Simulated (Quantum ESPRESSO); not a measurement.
Quantum ESPRESSO run on MgAl3 (I4/mmm, 4 atoms in the cell): self-consistent single point.

Method: PBEsol, GBRV 1.5 ultrasoft (PBESOL) pseudopotentials (plane waves; Quantum ESPRESSO).

The change in words: lattice scaled by 0.98. Reference geometry:
```xyz
4
Lattice="2.0455 -2.0455 4.1204 2.0455 2.0455 4.1204 -2.0455 -2.0455 4.1204" Properties=species:S:1:pos:R:3 pbc="T T T"
Mg     0.0000     0.0000     0.0000
Al     0.0000     0.0000     4.1204
Al     0.0000     2.0455     2.0602
Al    -2.0455     0.0000     2.0602
```

Reference input (self-consistent single point, DFT, PBEsol, plane waves, GBRV 1.5 ultrasoft (PBESOL) pseudopotentials): ecutwfc = 40 Ry; ecutrho = 200 Ry; occupations = smearing; smearing = gaussian; degauss = 0.0073499 Ry; potentials = {Mg: mg_pbesol_v1.4.uspp.F.UPF, Al: al_pbesol_v1.uspp.F.UPF}; K_POINTS = automatic 8 8 8 0 0 0; conv_thr = 1e-08 Ry; mixing_beta = 0.5. This run's input differs from it in these lines:

```diff
@@ -10,4 +10,4 @@
  ibrav = 7
- A = 4.0909400000
- C = 8.2407700000
+ A = 4.0091220000
+ C = 8.0759540000
  nat = 4
```

Output, abridged:

```
     Self-consistent Calculation

     iteration #  1     ecut=    40.00 Ry     beta= 0.50

     Threshold (ethr) on eigenvalues was too large:
     Diagonalizing with lowered threshold

     total energy              =    -145.09392854 Ry
     estimated scf accuracy    <       0.09242318 Ry

     iteration #  2     ecut=    40.00 Ry     beta= 0.50

     total energy              =    -145.10211687 Ry
     estimated scf accuracy    <       0.00788855 Ry

     iteration #  3     ecut=    40.00 Ry     beta= 0.50

     total energy              =    -145.10237326 Ry
     estimated scf accuracy    <       0.00097861 Ry

   [... 3 blocks of this kind left out ...]

     iteration #  7     ecut=    40.00 Ry     beta= 0.50

     total energy              =    -145.10242505 Ry
     estimated scf accuracy    <       0.00000002 Ry

     iteration #  8     ecut=    40.00 Ry     beta= 0.50
     End of self-consistent calculation

     the Fermi energy is     8.0739 ev

!    total energy              =    -145.10242506 Ry
     estimated scf accuracy    <          2.3E-09 Ry
     smearing contrib. (-TS)   =      -0.00038083 Ry
     internal energy E=F+TS    =    -145.10204423 Ry

     convergence has been achieved in   8 iterations

     Forces acting on atoms (cartesian axes, Ry/au):

     atom    1 type  1   force =     0.00000000    0.00000000    0.00000000
   [... zero for the other atoms too ...]

     Total force =     0.000000     Total SCF correction =     0.000000

          total   stress  (Ry/bohr**3)                   (kbar)     P=       59.02
   0.00042624   0.00000000   0.00000000           62.70        0.00        0.00
   0.00000000   0.00042624  -0.00000000            0.00       62.70       -0.00
   0.00000000   0.00000000   0.00035124            0.00        0.00       51.67

   JOB DONE.
```

The run converged in 8 iterations. Against the reference run the free energy goes up by 20.6 meV/atom and the pressure goes from 0.88 to 5.90 GPa.

The starting cell comes from a database of computed structures (which also holds hypothetical and non-ambient phases and stackings), without a prior relaxation at this level. For this run, on top of that: lattice scaled by 0.98. With a pressure of about 6 GPa the cell is away from its equilibrium volume at this level.
